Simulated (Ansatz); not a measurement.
Pair distribution function (total) of C (diamond structure; diamond), cell C216, begun in the crystal structure, held near 4 GPa [in the run: it stayed crystalline; mean temperature 297 K (target 300 K); density 3.52 g/cm³; Γ point only, which a denser mesh shifts by -0.2 GPa in pressure and 0.01 eV/Å in forces], from MD at 297 K. All values below come from PBE (plane waves, PAW; Ansatz, an electronic-structure program). Volume per atom 5.67 Å³, mean pressure 3.8 GPa. 

(r (Å), g(r)): (0.86, 0.00); (0.90, 0.00); (0.94, 0.00); (0.98, 0.00); (1.02, 0.00); (1.06, 0.00); (1.10, 0.00); (1.14, 0.00); (1.18, 0.00); (1.22, 0.00); (1.26, 0.00); (1.30, 0.00); (1.34, 0.00); (1.38, 0.00); (1.42, 0.00); (1.46, 0.33); (1.50, 3.93); (1.54, 9.04); (1.58, 4.88); (1.62, 0.71); (1.66, 0.04); (1.70, 0.00); (1.74, 0.00); (1.78, 0.00); (1.82, 0.00); (1.86, 0.00); (1.90, 0.00); (1.94, 0.00); (1.98, 0.00); (2.02, 0.00); (2.06, 0.00); (2.10, 0.00); (2.14, 0.00); (2.18, 0.00); (2.22, 0.00); (2.26, 0.00); (2.30, 0.00); (2.34, 0.00); (2.38, 0.01); (2.42, 0.28); (2.46, 2.54); (2.50, 7.45); (2.54, 7.75); (2.58, 2.85); (2.62, 0.39); (2.66, 0.02); (2.70, 0.00); (2.74, 0.00); (2.78, 0.00); (2.82, 0.02); (2.86, 0.39); (2.90, 2.31); (2.94, 5.50); (2.98, 5.07); (3.02, 1.90); (3.06, 0.28); (3.10, 0.02); (3.14, 0.00); (3.18, 0.00); (3.22, 0.00); (3.26, 0.00); (3.30, 0.00); (3.34, 0.00); (3.38, 0.00); (3.42, 0.01); (3.46, 0.09); (3.50, 0.59); (3.54, 1.65); (3.58, 1.89); (3.62, 0.91); (3.66, 0.18); (3.70, 0.01); (3.74, 0.01); (3.78, 0.12); (3.82, 0.94); (3.86, 2.83); (3.90, 3.27); (3.94, 1.50); (3.98, 0.28); (4.02, 0.02); (4.06, 0.00); (4.10, 0.00); (4.14, 0.00); (4.18, 0.00); (4.22, 0.01); (4.26, 0.20); (4.30, 1.45); (4.34, 4.30); (4.38, 5.14); (4.42, 2.54)

Task: From these data, give where the first shell ends and the number of neighbours in it.

Result: g is nil from 1.7 to 2.3 Å, so any cut there serves; 4.0 neighbours in the shell, from n = 4πρ∫r²g(r)dr.
